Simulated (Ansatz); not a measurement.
Input and output of a relaxation of the atoms for AlH3 (R3, 8 atoms in the cell) (Ansatz, a first-principles code).

Method of the run: LDA (PW92), default PAW files made with PBE (plane waves; Ansatz).

The change in words: one atom moved by 0.15 angstrom; relax: default → atoms; relax.f_tol: default → 0.1 eV/Å. Reference geometry:
```xyz
8
Lattice="2.2147 1.2787 3.9230 -2.2147 1.2787 3.9230 0.0000 -2.5573 3.9230" Properties=species:S:1:pos:R:3 pbc="T T T"
Al     0.0000     0.0000     0.0000
Al     0.0000     0.0000     5.8846
H      1.4011    -0.1306     6.8653
H     -1.4011     0.1306     4.9038
H     -0.5874     1.2787     6.8653
H      0.5874    -1.2787     4.9038
H     -0.8136    -1.1481     6.8653
H      0.8136     1.1481     4.9038
```

Reference input (self-consistent single point, DFT, LDA (PW92), plane waves, default PAW files made with PBE): basis.ecutwfc = 420 eV; kpoints.mp_grid.grid = 7 7 7; hamiltonian.xc = lda; hamiltonian.pseudopotentials = {kind: paw} (the program's default PAW files); scf.occupations.method = fixed. This run's input differs from it in these lines:

```diff
@@ -7,3 +7,3 @@
   atoms:
-    - { symbol: Al, position_ang: [0.000000, 0.000000, 0.000000] }
+    - { symbol: Al, position_ang: [-0.000000, 0.000000, 0.149998] }
     - { symbol: Al, position_ang: [0.000000, 0.000001, 5.884572] }
@@ -27,2 +27,4 @@
     method: fixed
+relax:
+  f_tol: 0.1
 output:
```

Output, abridged:

```
   [... SCF lines of the steps left out ...]
relax step   1: F+E_penalty+E_count = -1119.50685584 eV  Δ(F+E_penalty+E_count) = +0.000e0 eV  max|allowed force component| = 1.870e0 eV/Å  Δτ_max = 0.0000 Å  (6 SCF iters, dr2 threshold 1.00e-4 eV, accepted)
relax step   2: F+E_penalty+E_count = -1119.63126002 eV  Δ(F+E_penalty+E_count) = -1.244e-1 eV  max|allowed force component| = 5.249e-1 eV/Å  Δτ_max = 0.0752 Å  (5 SCF iters, dr2 threshold 1.00e-4 eV, accepted)
relax step   3: F+E_penalty+E_count = -1119.65397483 eV  Δ(F+E_penalty+E_count) = -2.271e-2 eV  max|allowed force component| = 5.108e-3 eV/Å  Δτ_max = 0.0547 Å  (4 SCF iters, dr2 threshold 1.72e-5 eV, accepted)
relax step   4: F+E_penalty+E_count = -1119.65397498 eV  Δ(F+E_penalty+E_count) = -1.551e-7 eV  max|allowed force component| = 5.196e-3 eV/Å  Δτ_max = 0.0000 Å  (3 SCF iters, accepted)
the relaxation is at rest under the 3 symmetry operations that the run kept from its start: a minimum is not shown …
Stability not checked: this state was not tested for a lower state beside it, because too few of the mixer's solves of this state at the end of the SCF gave a …
Free energy (F): -1119.653975 eV
Internal energy: -1119.653975 eV  (E = F + TS)
E sigma→0 (E₀):  -1119.653975 eV
Fermi energy:    1.099169 eV
--- Forces (eV/Å), atoms counted from 1 ---
  atom   1  Al     0.00000000    -0.00000000    -0.00407868
  atom   2  Al     0.00000000    -0.00000000    -0.00330740
   [... lines left out ...]
    - { symbol: H, position: [0.6129485611243134, 0.8904284511387155, 0.2513733408015613] }
    - { symbol: H, position: [0.3901987567302219, 0.11320229763464906, 0.7511555154184556] }
    - { symbol: H, position: [0.25137334080156115, 0.6129485611243134, 0.8904284511387154] }
    - { symbol: H, position: [0.7511555154184557, 0.39019875673022186, 0.11320229763464917] }
```

The run converged.  The full log also holds: “iter 4 did not close the SCF: its close was put off for the readings that it lacked (scf_convergence_deferred on its scf_iter line)”.

Summary of the result:
- Free energy E − TS (on the zero of these files) = -1119.6540 eV
- Top of the valence band (on the code's own zero) = 1.10 eV
- Gap on the k-point mesh = 2.08 eV
- Pressure = -2.14 GPa
- Largest force (vector length) = 0.006 eV/Å
- Relaxation steps = 4

The starting cell comes from a database of computed structures (which also holds hypothetical and non-ambient phases and stackings), without a prior relaxation at this level. Its lattice was rescaled by up to half a per cent. For this run, on top of that: one atom moved by 0.15 angstrom. The relaxation keeps the symmetry of its start, so its end need not be a minimum. Ansatz's pressure includes its estimate of the finite-basis (Pulay) stress.

Keys are those of Ansatz 0.2.
